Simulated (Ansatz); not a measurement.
Input and output of a self-consistent single point for HfPt₃ (P4mm, 4 atoms in the cell) (Ansatz, a quantum-chemistry and plane-wave program).

Computed with LDA (PW92), harder PAW files (source: ansatz) made with PBE (plane waves; Ansatz).

The change in words: lattice scaled by 0.98; basis.ecutwfc: 420 eV → 400 eV; hamiltonian.pseudopotentials: {kind: paw} (the program's default PAW files) → {kind: paw, source: ansatz}. Reference geometry:
```
CELL_PARAMETERS angstrom
      4.02246     0.00000     0.00000
      0.00000     4.02246     0.00000
      0.00000     0.00000     4.02246
ATOMIC_POSITIONS crystal
  Hf 0.00000 0.00000 0.01243
  Pt 0.50000 0.50000 0.00000
  Pt 0.00000 0.50000 0.50000
  Pt 0.50000 0.00000 0.50000
```

Reference input (self-consistent single point, DFT, LDA (PW92), plane waves, default PAW files made with PBE): basis.ecutwfc = 420 eV; kpoints.mp_grid.grid = 7 7 7; hamiltonian.xc = lda; hamiltonian.pseudopotentials = {kind: paw} (the program's default PAW files); scf.occupations.method = gaussian; scf.occupations.width = 0.1 eV. This run's input differs from it in these lines:

Ansatz 0.2 input:
```diff
@@ -2,5 +2,5 @@
   lattice:
-    - [4.02246200, 0.00000000, 0.00000000]
-    - [0.00000000, 4.02246200, 0.00000000]
-    - [0.00000000, 0.00000000, 4.02246200]
+    - [3.94201300, 0.00000000, 0.00000000]
+    - [0.00000000, 3.94201300, 0.00000000]
+    - [0.00000000, 0.00000000, 3.94201300]
   atoms:
@@ -11,3 +11,3 @@
 basis:
-  ecutwfc: 420.0
+  ecutwfc: 400.0
 kpoints:
@@ -16,3 +16,3 @@
   xc: lda
-  pseudopotentials: { kind: paw }
+  pseudopotentials: { kind: paw, source: ansatz }
 scf:
```

Output, abridged:

```
SCF iter   1: F=—  HF=-52329.664457 eV  |F-HF|=—  |Δ(HF+E_count)|=         —  Δρ=3.26e-1  dr2=1.37e2  ethr=3.10e-3  ⟨swp⟩=4.6  Hψ=5702  notcnv=0
all-band conjugate gradients solve this SCF's bands
preconditioner: auto → Kerker (q_TF=auto, 2.852 Å⁻¹)
SCF iter   2: F=—  HF=-52315.521682 eV  |F-HF|=—  |Δ(HF+E_count)|=    1.41e1  Δρ=1.27e-1  dr2=2.08e1  ethr=3.10e-3  ⟨swp⟩=3.0  Hψ=4179  notcnv=0  defer=71
   [... lines left out ...]
SCF iter   7: F=—  HF=-52312.311746 eV  |F-HF|=—  |Δ(HF+E_count)|=   6.39e-4  Δρ=2.99e-4  dr2=1.02e-4  ethr=2.70e-6  ⟨swp⟩=2.0  Hψ=2817  notcnv=0  defer=69
SCF iter   8: F=—  HF=-52312.311737 eV  |F-HF|=—  |Δ(HF+E_count)|=   9.18e-6  Δρ=6.02e-5  dr2=3.92e-6  ethr=1.28e-7  ⟨swp⟩=2.0  Hψ=2447  notcnv=0  defer=69
SCF iter   9: F=—  HF=-52312.311739 eV  |F-HF|=—  |Δ(HF+E_count)|=   2.53e-6  Δρ=1.55e-5  dr2=8.54e-8  ethr=1.25e-10  ⟨swp⟩=10.6  Hψ=10883  notcnv=0
SCF iter  10: F=-52312.311739 eV  HF=-52312.311739 eV  |F-HF|=5.13e-9  |Δ(HF+E_count)|=   8.31e-8  Δρ=2.76e-6  dr2=2.82e-9  ethr=1.07e-10  ⟨swp⟩=4.8  Hψ=6826  notcnv=0
SCF 1 converged in 10 iterations: F = -52312.311739 eV  dr2 = 2.82e-9
Free energy (F): -52312.311739 eV
Internal energy: -52312.310088 eV  (E = F + TS)
E sigma→0 (E₀):  -52312.310913 eV
Entropy (-TS):   -0.001651 eV (-0.413 meV/atom)
Fermi energy:    24.866335 eV
--- Forces (eV/Å), atoms counted from 1 ---
  atom   1  Hf    -0.00000000     0.00000000    -0.43698021
  atom   2  Pt     0.00000000     0.00000000     0.01567914
  atom   3  Pt     0.00000000     0.00000000     0.21064968
  atom   4  Pt    -0.00000000     0.00000000     0.21064968
--- Stress (GPa, compression-positive) ---
        3.897399       0.000000       0.000000
        0.000000       3.897399       0.000000
        0.000000       0.000000       3.972231
  P = ⅓ Tr σ = 3.9223 GPa (39.223 kbar)
  The stress holds the Pulay correction. Without it, at fixed plane waves, as pw.x and ABINIT print it: P = -13.5611 GPa
```

The run converged in 10 iterations. Against the reference run the pressure goes from -11.64 to 3.92 GPa and the largest force goes from 0.286 to 0.437 eV/Å.

The starting cell comes from a database of computed structures (which also holds hypothetical and non-ambient phases and stackings), without a prior relaxation at this level. Its lattice was rescaled by up to half a per cent. One atom was moved a little off its site on purpose. For this run, on top of that: lattice scaled by 0.98. Spin polarisation is off. Ansatz's pressure includes its estimate of the finite-basis (Pulay) stress. Without the estimate this run gives -13.56 GPa. The cutoff lies below the one recommended for these files.
